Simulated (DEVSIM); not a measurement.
Model (solved in DEVSIM): 1D drift-diffusion, Boltzmann statistics, complete ionisation; no tunnelling, impact ionisation, image-force lowering or self-heating. Band offsets follow the typed affinities; no thermionic-emission limit at abrupt steps, no polarisation charge.

System: isotype n-n heterojunction Al0.4Ga0.6As/GaAs, at 250 K.

| layer (left to right) | material | thickness (μm) | Nd (cm⁻³) | τn (s) | τp (s) |
|---|---|---|---|---|---|
| 1 | Al0.4Ga0.6As | 0.470 | 2.2e16 | 1.7e-9 | 1.7e-9 |
| 2 | GaAs | 0.130 | 1.3e15 | 1.7e-9 | 1.7e-9 |

Left contact: ohmic. Right contact: ohmic. Voltage is applied to the left contact. Recombination: SRH at mid-gap, Auger. Mobility is μmin + (μ − μmin)/(1 + (N/Nref)^α).

This is a model device: material constants are rounded textbook-type values typed into the input, and sizes, dopings and lifetimes were drawn at random. Values at 300 K; Nc and Nv go as T^1.5, mobilities as T to minus their exponent, the gap by Varshni's rule with the affinity fixed.

```tsv
parameter	Al0.4Ga0.6As	GaAs
gap (eV)	1.9228	1.424
affinity (eV)	3.754	4.07
permittivity	11.76	12.9
Nc (cm⁻³)	7.93e17	4.7e17
Nv (cm⁻³)	9e18	9e18
μn (cm²/Vs)	3220	8500
μp (cm²/Vs)	158	400
μn,min	500	500
μp,min	20	20
Nref,n	6e16	6e16
Nref,p	1.5e17	1.5e17
αn	0.39	0.39
αp	0.38	0.38
T exponent of μn	2.1	2.1
T exponent of μp	2.2	2.2
Cn (cm⁶/s)	1e-30	1e-30
Cp (cm⁶/s)	1e-30	1e-30
Varshni α (eV/K)	0.000541	0.000541
Varshni β (K)	204	204
```

One input was changed, with this effect: potential step across the device at zero bias 0.366 → 0.386 V.

**Question.** Which change was it?
A) minority lifetime in layer 2 1.7e-09 → 5.1e-10 s
B) temperature 250 → 350 K
C) thickness of layer 1 0.47 → 0.28 μm
D) Auger recombination switched off
E) thickness of layer 2 0.13 → 0.65 μm
F) minority lifetime in layer 1 1.7e-09 → 1.7e-10 s
G) constant mobility in place of the doping-dependent one

**Answer.** B, temperature 250 → 350 K
